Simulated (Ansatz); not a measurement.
Where the default PAW files enter, the runs use the earlier of Ansatz's two default sets.

By PBEsol, the system below comes out a metal.

```
NiSi
1.0
    3.25487     0.00000     0.00000
    0.00000     5.03871     0.00000
    0.00000     0.00000     5.56978
Si Ni
4 4
Cartesian
  0.81372   4.13723   3.24339
  2.44116   0.90148   2.32639
  2.44116   3.42083   0.45850
  0.81372   1.61788   5.11128
  2.44116   2.55941   3.83490
  0.81372   2.47930   1.73488
  0.81372   4.99865   1.05001
  2.44116   0.04006   4.51977
```

Space group of this cell: Pnma. The cell is strained (lengths across the current scaled by 0.98, ions clamped); by PBEsol its mean pressure is 7.5 GPa.

The current flows along the normal of the first two printed cell vectors. No spin-orbit coupling; the value is a mean over 0.1 eV about the Fermi level.

**Question.** Give the ballistic conductance per area that Ansatz (a program for electronic structure) with PBEsol yields.

**Answer.** 0.55 × 10¹⁵ S/m² for both spins.
